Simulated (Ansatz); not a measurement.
For LaSi2 (I4₁/amd, No. 141), LDA (PAW; Ansatz, a quantum-chemistry and plane-wave program) gives:

```
Item                    Value
-------------------  --------
lattice parameter a   4.235 Å
lattice parameter c  13.777 Å
```

Q: What does r²SCAN+rVV10 (PAW; Ansatz) give for the same quantities?

A: 
- lattice constant a: 4.358 Å (goes up by 2.9 %)
- lattice parameter c: 13.679 Å (decreases by 0.7 %)

Changes are worked out from the printed values.

Unless a cell is named, each level is at its own relaxed cell (LDA 20.59, r²SCAN+rVV10 21.65 Å³/atom).

Ansatz's density-functional and Hartree–Fock values are scalar-relativistic unless marked +SOC, with PAW data made under PBE.
